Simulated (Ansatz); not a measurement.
Base system: CdS in the wurtzite structure (space group P6_3mc, No. 186; a = 4.0741 Å, c = 6.6367 Å). Axes: x lies along a and z along c of the hexagonal cell.

The values are results of DFT with LDA, PAW potentials and a 420 eV plane-wave cutoff in Ansatz (a first-principles code), scalar-relativistic without spin-orbit coupling, not measurements.

Base values:

```
Property                             Result
---------------------  --------------------
Valence-band top at Γ  0.00, 0.00, -0.06 eV
```

Modification: biaxial strain −3.00 %, plane normal [001], relaxed out of plane (Cartesian); in-plane vectors clamped, the third vector and the atoms free.

Question: How does this affect the valence-band top at Γ?

Answer: The valence-band top at Γ (three highest levels, from the VBM) becomes 0.00, 0.00, -0.32 eV (base: 0.00, 0.00, -0.06 eV).

Question: What happens to the out-of-plane strain?

Answer: The out-of-plane strain is +2.90 %.

The levels and masses belong to the bands next to the band gap. Whether these cells are dynamically stable was not tested.
